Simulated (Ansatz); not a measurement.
# Pressure series in GaAs

The parent structure is GaAs in the zinc blende structure (space group F-43m, No. 216; a = 5.7456 Å).

Cell and atoms are relaxed at each pressure.

Computed with PBE in Ansatz (plane waves to 420 eV, PAW, no SOC).

| variant | band gap | density |
|---|---|---|
| base | 0.16 eV | 5.07 g/cm³ |
| pressure −2 GPa | zero | (withheld) |
| pressure −1 GPa | zero | 4.98 g/cm³ |
| pressure 0.9 GPa | 0.26 eV | 5.14 g/cm³ |
| pressure 2.1 GPa | 0.40 eV | 5.23 g/cm³ |
| pressure 4.5 GPa | 0.63 eV | (withheld) |
| pressure 9 GPa | 1.01 eV | 5.67 g/cm³ |
| pressure 15 GPa | 1.21 eV | 5.99 g/cm³ |
| pressure 22.5 GPa | 1.08 eV | 6.32 g/cm³ |
| pressure 30 GPa | 0.97 eV | 6.61 g/cm³ |

**Question.** Complete the table.

**Answer.** 
- pressure −2 GPa, density: 4.89 g/cm³
- pressure 4.5 GPa, density: 5.40 g/cm³

A case with no gap was solved on a k-mesh chosen for an insulator, which is coarse for it. Load acts through the strain it causes; cell and atoms are relaxed under it. Stability against distortions was not tested. The final runs are not spin-polarised. Measured, GaAs leaves this structure (for a Cmcm phase) near 15 GPa (room temperature; as listed in arXiv:1906.07825). Gaps under 0.05 eV, about the width of the smearing, are given as zero. The zero or small gap of GaAs can change with the level of theory.

Ansatz is a first-principles code.
